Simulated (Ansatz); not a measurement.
Take MgS in the rock salt structure (space group Fm-3m, No. 225) as the base.

```yaml
crystal:
  lattice:
    - [0.00000, 2.60152, 2.60152]
    - [2.60152, 0.00000, 2.60152]
    - [2.60152, 2.60152, 0.00000]
  atoms:
    - { symbol: Mg, position: [0.00000, 0.00000, 0.00000] }
    - { symbol: S, position: [0.50000, 0.50000, 0.50000] }
```

Computed with r2SCAN in Ansatz (plane waves to 500 eV, PAW, scalar-relativistic without spin-orbit coupling).

Before the change:

| Property | Value |
|---|---|
| Electron mass | 0.53 mₑ along k, 0.31 mₑ across (at X) |

Now apply this change: every lattice vector is shortened by 1.50 %, atoms relaxed at fixed cell.

Problem. What does the calculation give for the mean gap deformation potential ΔEg/Δln V, energy relative to the base and electron mass after the change?

Solution. The mean gap deformation potential ΔEg/Δln V is -2.1 eV; the energy grows by 9.3 meV/atom; the electron mass becomes 0.53 mₑ along k, 0.30 mₑ across (at X) (base: 0.53 mₑ along k, 0.31 mₑ across (at X)).

The cells carry an imposed strain or load. Effective masses come from finite differences of ±0.01 Å⁻¹. Along k means along the line from Γ to the band edge. Stability against distortions was not tested.

Ansatz is an electronic-structure program.
